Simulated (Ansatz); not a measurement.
Start from CdS in the zinc blende structure (space group F-43m, No. 216; a = 5.878 Å). Axes: x, y, z lie along the cube axes.

Calculations: Ansatz (a quantum-chemistry and plane-wave program), r2SCAN, PAW, cutoff 500 eV, without spin-orbit coupling.

Strains are applied to the cell and any free atomic positions relax.

One change was made to it. Results:

The energy rises by 2.4 meV/atom; the hole mass amounts to 0.17 mₑ along z, 0.76 mₑ across (at Γ); the band gap hardly moves (1.54 eV against 1.55 eV); the shortest interatomic distance shrinks by 0.032 bohr (4.810 bohr → 4.778 bohr).

Task: Name the change that was made.
A. uniaxial strain ε_zz = −3.00 %
B. uniaxial strain ε_zz = −2.50 %
C. uniaxial strain ε_zz = −2.00 %

Result: C, uniaxial strain ε_zz = −2.00 %. For comparison, the energy relative to the base in the other runs: uniaxial strain ε_zz = −3.00 % gives +5.3 meV/atom; uniaxial strain ε_zz = −2.50 % gives +3.7 meV/atom.

Masses are band curvatures over ±0.01 Å⁻¹ around the edge. Stability against distortions was not tested.
